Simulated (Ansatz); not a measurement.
Reference: BP (F-43m), PBEsol with spin-orbit coupling, rigid bands (plane waves, PAW; Ansatz, an electronic-structure program); axes and stresses refer to this cell.

```
BP
1.0
    0.00000     2.26008     2.26008
    2.26008     0.00000     2.26008
    2.26008     2.26008     0.00000
B P
1 1
Direct
  0.00000   0.00000   0.00000
  0.25000   0.25000   0.25000
```

The electron conductivity mass is 0.33 mₑ, the Seebeck coefficient, p-type 1e19 cm⁻³ is 326 μV/K and the band gap is 1.10 eV.

Question: Change: biaxial stress xx = yy = -2 GPa (compression positive). What happens to electron conductivity mass, Seebeck coefficient, p-type 1e19 cm⁻³, band gap?

Answer: electron conductivity mass moves little, to 0.33 mₑ; Seebeck coefficient, p-type 1e19 cm⁻³ shrinks to 289 μV/K; band gap falls to 1.01 eV.

Question: Change: biaxial stress xx = yy = 2 GPa (compression positive). What happens to electron conductivity mass, Seebeck coefficient, p-type 1e19 cm⁻³, band gap?

Answer: electron conductivity mass moves little, to 0.33 mₑ; Seebeck coefficient, p-type 1e19 cm⁻³ shrinks to 302 μV/K; band gap falls to 1.03 eV.

Question: Change: functional PBE, cell relaxed with it. What happens to electron conductivity mass, Seebeck coefficient, p-type 1e19 cm⁻³, band gap?

Answer: electron conductivity mass moves little, to 0.33 mₑ; Seebeck coefficient, p-type 1e19 cm⁻³ moves little, to 325 μV/K; band gap goes up to 1.24 eV.

Question: Change: uniaxial stress along [111] of -1 GPa (compression positive). What happens to electron conductivity mass, Seebeck coefficient, p-type 1e19 cm⁻³, band gap?

Answer: electron conductivity mass moves little, to 0.33 mₑ; Seebeck coefficient, p-type 1e19 cm⁻³ moves little, to 323 μV/K; band gap moves little, to 1.09 eV.

Question: Change: uniaxial stress along [111] of -2 GPa (compression positive). What happens to electron conductivity mass, Seebeck coefficient, p-type 1e19 cm⁻³, band gap?

Answer: electron conductivity mass moves little, to 0.33 mₑ; Seebeck coefficient, p-type 1e19 cm⁻³ shrinks to 315 μV/K; band gap moves little, to 1.09 eV.

Question: Change: uniaxial stress along [111] of 1 GPa (compression positive). What happens to electron conductivity mass, Seebeck coefficient, p-type 1e19 cm⁻³, band gap?

Answer: electron conductivity mass moves little, to 0.33 mₑ; Seebeck coefficient, p-type 1e19 cm⁻³ moves little, to 323 μV/K; band gap moves little, to 1.09 eV.

Masses are for dilute carriers at 300 K, harmonic means over directions unless an axis is named. Seebeck coefficients are for the stated density at 300 K, with one relaxation time for all states and whether or not that doping can be reached. Stresses and pressures are the targets of the relaxation.  The structure type is held under load, also where the real crystal would transform.
